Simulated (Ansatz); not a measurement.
Hypothetical P-3m1 Ca3P2: response to strain

Take Ca$_{3}$P$_{2}$ (space group P-3m1, No. 164; a hypothetical phase, not in the database extracts checked) as the base.

```
CELL_PARAMETERS angstrom
      4.67538     0.00000     0.00000
     -2.33769     4.04900     0.00000
      0.00000     0.00000     7.03914
ATOMIC_POSITIONS crystal
  P  0.33333 0.66667 0.22958
  P  0.66667 0.33333 0.77042
  Ca 0.00000 0.00000 0.00000
  Ca 0.33333 0.66667 0.66005
  Ca 0.66667 0.33333 0.33995
```

Cartesian axes are those of the cell as printed.

Strains are applied to the cell and any free atomic positions relax; under biaxial strain the out-of-plane vector relaxes too; under stress the whole cell relaxes.

Method: PBE (Ansatz, an electronic-structure program), no SOC.

```csv
variant,hole mass,band gap,gap character
base,"0.22 mₑ along c, 2.3 mₑ across (at Γ)",1.39 eV,"indirect, Γ → K"
"biaxial strain +4.13 %, plane normal [001], relaxed out of plane","0.17 mₑ out of plane, 0.96 mₑ in plane (at Γ)",0.77 eV,"indirect, Γ → K"
isotropic strain +0.61 %,"0.21 mₑ along c, 2.3 mₑ across (at Γ)",1.41 eV,"indirect, Γ → K"
isotropic strain +1.10 %,"0.21 mₑ along c, 2.2 mₑ across (at Γ)",1.43 eV,"indirect, Γ → K"
uniaxial strain ε_yy = +1.85 %,"2.1 mₑ along x, 2.0 mₑ along y, 0.21 mₑ along z (at Γ)",1.38 eV,"indirect, Γ → C"
tensor shear ε_yz = −1.45 %,"2.4 mₑ along x, 2.2 mₑ along y, 0.22 mₑ along z (at Γ)",1.38 eV,"indirect, Γ → C₂"
"uniaxial stress, 1 GPa compression along z","0.17 mₑ along z, 0.90 mₑ across (at Γ)",0.68 eV,"indirect, Γ → K"
```

Effective masses come from finite differences of ±0.01 Å⁻¹. Beyond what the load breaks, stability against distortions was not tested. k-point labels follow each cell's own Brillouin zone.
